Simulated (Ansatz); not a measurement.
LaNi (Cmcm, No. 63; cell taken from a computed entry) was calculated with LDA (plane waves, PAW; Ansatz, a quantum-chemistry and plane-wave program).

Run with plane-wave cutoff 500 eV, 16×16×12 k mesh (along the axes of the cell as run), Fermi–Dirac smearing 0.1 eV, no spin polarisation, scalar-relativistic PAW data made under PBE.

Computed at the level's own relaxed cell.

### Question
Predict the equilibrium volume per atom.

### Answer

- equilibrium volume per atom: 20.89 Å³/atom

The run finds no gap.

Note: the relaxation could not lower the start's symmetry, so the cell can be a saddle point above a distorted one.

Spin–orbit coupling is not included.

The computed numbers hold no vibrational or temperature effects.
